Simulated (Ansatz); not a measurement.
Consider a periodic stack without vacuum, corundum (0 0 1) on zinc-blende InP (1 1 1) (film strained to the substrate, faces as cut): substrate slab In16P16, film Al36O54, surface cells [[0, 2], [-2, 0]] and [[2, 1], [-1, 1]], film strained by +1.2 and +1.2 %, faces P/In and Al/Al as cut (like faces can put a slab off its formula). Its start:

```
CELL_PARAMETERS angstrom
      8.42871     0.00000    -0.00580
     -4.21436     7.29948     0.00532
      3.31550    -2.11899    30.25418
ATOMIC_POSITIONS crystal
  In 0.90202 0.58068 0.12750
  In 0.41424 0.59124 0.11384
  In 0.90239 0.10400 0.12713
  In 0.42531 0.10423 0.12724
  In 0.54916 0.95389 0.23804
  In 0.05311 0.95880 0.23191
  In 0.55199 0.45756 0.23915
  In 0.05732 0.46152 0.23835
  In 0.19167 0.31708 0.35040
  In 0.68879 0.31654 0.34912
  In 0.19488 0.82504 0.34945
  In 0.69587 0.82543 0.34909
  In 0.82187 0.66439 0.46115
  In 0.35791 0.72333 0.46069
  In 0.74521 0.07429 0.46149
  In 0.44530 0.32381 0.46021
  P  0.58661 0.15914 0.04810
  P  0.84423 0.15778 0.04870
  P  0.44945 0.55137 0.03309
  P  0.84553 0.41666 0.04828
  P  0.08558 0.44457 0.15396
  P  0.56358 0.44351 0.15543
  P  0.07182 0.93521 0.14753
  P  0.56287 0.92206 0.15369
  P  0.71700 0.80164 0.26476
  P  0.20912 0.80398 0.26508
  P  0.71383 0.29757 0.26514
  P  0.20980 0.29459 0.26588
  P  0.35227 0.16519 0.38203
  P  0.85021 0.16351 0.38102
  P  0.35302 0.66335 0.37746
  P  0.85221 0.66132 0.37736
  Al 0.88805 0.09494 0.61410
  Al 0.22079 0.76140 0.61412
  Al 0.55393 0.42774 0.61422
  Al 0.23192 0.08090 0.56772
  Al 0.56535 0.74790 0.56923
  Al 0.89919 0.41568 0.56833
  Al 0.22251 0.42476 0.60511
  Al 0.55647 0.09263 0.60525
  Al 0.89025 0.75912 0.60521
  Al 0.20587 0.11264 0.67589
  Al 0.53920 0.77952 0.67596
  Al 0.87254 0.44601 0.67594
  O  0.11822 0.84960 0.57610
  O  0.45107 0.51542 0.57608
  O  0.78487 0.18359 0.57599
  O  0.10815 0.19549 0.57606
  O  0.44203 0.86293 0.57615
  O  0.77454 0.52933 0.57610
  O  0.31559 0.33325 0.64665
  O  0.64916 0.99990 0.64647
  O  0.98213 0.66636 0.64655
  O  0.31773 0.64449 0.64649
  O  0.65066 0.31116 0.64654
  O  0.98387 0.97765 0.64666
  O  0.00601 0.33482 0.64654
  O  0.33964 0.00160 0.64664
  O  0.67254 0.66838 0.64649
  O  0.13133 0.53911 0.57610
  O  0.46397 0.20537 0.57605
  O  0.79825 0.87284 0.57611
  Al 0.18445 0.13857 0.76453
  Al 0.51753 0.80487 0.76457
  Al 0.85077 0.47188 0.76456
  Al 0.20218 0.45082 0.69222
  Al 0.53513 0.11753 0.69226
  Al 0.86849 0.78418 0.69225
  Al 0.85527 0.13328 0.74667
  Al 0.18865 0.79990 0.74658
  Al 0.52178 0.46672 0.74710
  Al 0.17135 0.48816 0.81894
  Al 0.50351 0.15392 0.81896
  Al 0.83778 0.82039 0.81895
  O  0.09360 0.22705 0.71871
  O  0.42733 0.89380 0.71866
  O  0.76026 0.56042 0.71871
  O  0.39914 0.22697 0.71876
  O  0.73246 0.89366 0.71872
  O  0.06571 0.56004 0.71863
  O  0.94511 0.04313 0.79039
  O  0.27796 0.70980 0.79014
  O  0.61204 0.37631 0.79029
  O  0.94732 0.34923 0.79038
  O  0.28064 0.01522 0.79013
  O  0.61418 0.68289 0.79030
  O  0.30757 0.37842 0.79029
  O  0.64125 0.04537 0.79039
  O  0.97523 0.71249 0.79013
  O  0.09354 0.92158 0.71865
  O  0.42689 0.58824 0.71877
  O  0.76017 0.25473 0.71867
  Al 0.15329 0.51228 0.90585
  Al 0.48316 0.18324 0.90589
  Al 0.81225 0.84224 0.90590
  Al 0.83363 0.15881 0.83501
  Al 0.16697 0.82545 0.83493
  Al 0.50002 0.49242 0.83622
  Al 0.15421 0.17815 0.89664
  Al 0.48440 0.84080 0.89659
  Al 0.81687 0.51073 0.89662
  Al 0.80757 0.18940 0.94099
  Al 0.14085 0.85614 0.94163
  Al 0.47099 0.52647 0.95379
  O  0.05678 0.60388 0.86268
  O  0.38928 0.26634 0.86165
  O  0.72365 0.93695 0.86267
  O  0.36474 0.60422 0.86164
  O  0.70018 0.27003 0.86265
  O  0.03392 0.93684 0.86272
  O  0.25471 0.08708 0.93381
  O  0.58429 0.74889 0.93266
  O  0.92247 0.42114 0.93329
  O  0.24768 0.39970 0.93267
  O  0.57551 0.06607 0.93329
  O  0.90957 0.73291 0.93381
  O  0.93046 0.07419 0.93341
  O  0.26377 0.74192 0.93377
  O  0.59681 0.41239 0.93269
  O  0.05666 0.29337 0.86266
  O  0.38972 0.95967 0.86268
  O  0.72722 0.62889 0.86165
```

The start was prepared with a machine-learned potential, and the result is one local minimum, with the in-plane cell held and forces under 0.04 eV/Å; the film can end far from its bulk form.

Method: PBE (plane waves to 420 eV, PAW; Ansatz, an electronic-structure program). No spin–orbit coupling; the runs are not spin-polarised; PBE gaps are too small against experiment. Its k-point mesh 3×3×1, Fermi–Dirac width 0.05 eV.

Task: Predict the relaxed interface.

Result: 
* **interface area**: 61.5 Å²
* **period**: 29.18 Å
* **gaps between the outermost planes at the two interfaces**: 2.57 and 2.39 Å
* **Al–P contacts across the interfaces within 1.22 times the sum of covalent radii**: 2, mean 2.51 Å
* **two interfaces**: unlike, so that offsets are their mean
